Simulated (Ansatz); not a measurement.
**Response to strain in BeSe**

The reference is BeSe in the zinc blende structure (space group F-43m, No. 216; a = 5.0816 Å). Axes: x, y, z lie along the cube axes.

Strains are applied to the cell and any free atomic positions relax.

Level of theory: LDA, PAW, 420 eV (Ansatz, a first-principles code; scalar-relativistic without spin-orbit coupling).

Notes on the quantities. pressure: mean of the normal stresses, compression positive.

```tsv
case	smallest direct gap	electron mass	pressure
base	4.43 eV	0.83 mₑ along k, 0.26 mₑ across (at X)	-0.01 GPa
uniaxial strain ε_zz = −3.00 %	4.55 eV	0.78 mₑ along k, 0.26 mₑ across (at X)	2.69 GPa
uniaxial strain ε_zz = −2.50 %	4.53 eV	0.79 mₑ along k, 0.26 mₑ across (at X)	2.22 GPa
uniaxial strain ε_zz = −1.50 %	4.49 eV	0.81 mₑ along k, 0.26 mₑ across (at X)	1.30 GPa
uniaxial strain ε_zz = −1.00 %	4.47 eV	0.82 mₑ along k, 0.26 mₑ across (at X)	0.85 GPa
uniaxial strain ε_zz = +0.50 %	4.39 eV	0.83 mₑ along k, 0.26 mₑ across (at X)	-0.42 GPa
uniaxial strain ε_zz = +1.50 %	4.29 eV	0.83 mₑ along k, 0.26 mₑ across (at X)	-1.22 GPa
uniaxial strain ε_zz = +2.00 %	4.25 eV	0.83 mₑ along k, 0.26 mₑ across (at X)	-1.61 GPa
uniaxial strain ε_zz = +2.50 %	4.20 eV	0.83 mₑ along k, 0.27 mₑ across (at X)	-1.99 GPa
uniaxial strain ε_zz = +3.00 %	4.15 eV	0.83 mₑ along k, 0.27 mₑ across (at X)	-2.36 GPa
```

Effective masses come from finite differences of ±0.01 Å⁻¹. Along k means along the line from Γ to the band edge. Semilocal Kohn–Sham gaps tend to fall short of experiment. No phonon test of stability was made.
